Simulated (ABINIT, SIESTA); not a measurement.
A SIESTA input for a self-consistent single point of TiC (Fm-3m, 2 atoms in the cell) (DFT, GGA PBE, numerical atomic orbitals DZP, PseudoDojo PBE standard norm-conserving potentials (rewritten from UPF to PSML)):

```
# files in the folder: Ti.psml C.psml (PseudoDojo PBE standard)
SystemName  TiC
SystemLabel siesta

NumberOfAtoms                2
NumberOfSpecies              2
%block ChemicalSpeciesLabel
  1 22 Ti
  2 6 C
%endblock ChemicalSpeciesLabel
LatticeConstant              3.018540 Ang
%block LatticeVectors
     0.000000000    0.707106747    0.707106747
     0.707106747    0.000000000    0.707106747
     0.707106747    0.707106747    0.000000000
%endblock LatticeVectors
AtomicCoordinatesFormat      Fractional
%block AtomicCoordinatesAndAtomicSpecies
     0.000000000    0.000000000    0.000000000  1
     0.500000000    0.500000000    0.500000000  2
%endblock AtomicCoordinatesAndAtomicSpecies

XC.functional                GGA
XC.authors                   PBE
PAO.BasisSize                DZP
PAO.EnergyShift              0.01 Ry
MeshCutoff                   400 Ry
%block kgrid.MonkhorstPack
   13   0   0  0.0
    0  13   0  0.0
    0   0  13  0.0
%endblock kgrid.MonkhorstPack
OccupationFunction           MP
OccupationMPOrder            0
ElectronicTemperature        2320.9 K

MaxSCFIterations             150
SCF.Mixer.Method             Broyden
SCF.Mixer.Weight             0.2
SCF.Mixer.History            8
SCF.DM.Tolerance             1.0E-05
Diag.ParallelOverK           true
WriteForces                  true
```

Task: Write the same calculation as an input for ABINIT.

Result: One input that does it (others would too):

```
# TiC, PseudoDojo nc-sr-05 PBE standard
pp_dirpath "./"
pseudos "Ti.upf, C.upf"
acell 3.0185398539 3.0185398539 3.0185398539 Angstrom
rprim
        -0.0000000000    0.7071067812    0.7071067812
         0.7071067812   -0.0000000000    0.7071067812
         0.7071067812    0.7071067812    0.0000000000
natom 2
ntypat 2
znucl 22 6
typat 1 2
xred
         0.0000000000    0.0000000000    0.0000000000
         0.5000000000    0.5000000000    0.5000000000
ecut 84 Ry
ixc 11
occopt 7
tsmear 0.00734986
nband 13
kptopt 1
ngkpt 13 13 13
nshiftk 1
shiftk 0 0 0
nstep 100
tolvrs 1.0e-11
prtwf 0
prtden 0
prtvol 1
enunit 2
```

Basis settings and potentials, where a program has them, do not carry over. This input uses DFT, PBE, plane waves, norm-conserving pseudopotentials (PseudoDojo nc-sr-05 PBE standard). Both were run: pressure 10.55 GPa in SIESTA and 12.31 in ABINIT.

On SIESTA: the starting cell has typed, rounded lattice constants, without a prior relaxation at this level. Its lattice was rescaled by a random factor within 2.5 % of one. For this run, on top of that: lattice scaled by 0.98. Spin polarisation is off. Values carry the incompleteness of an atom-centred basis. With a pressure of about 11 GPa the cell is away from its equilibrium volume at this level.

On ABINIT: the starting cell has typed, rounded lattice constants, without a prior relaxation at this level. Its lattice was rescaled by a random factor within 2.5 % of one. For this run, on top of that: lattice scaled by 0.98. Spin polarisation is off. With a pressure of about 12 GPa the cell is away from its equilibrium volume at this level.
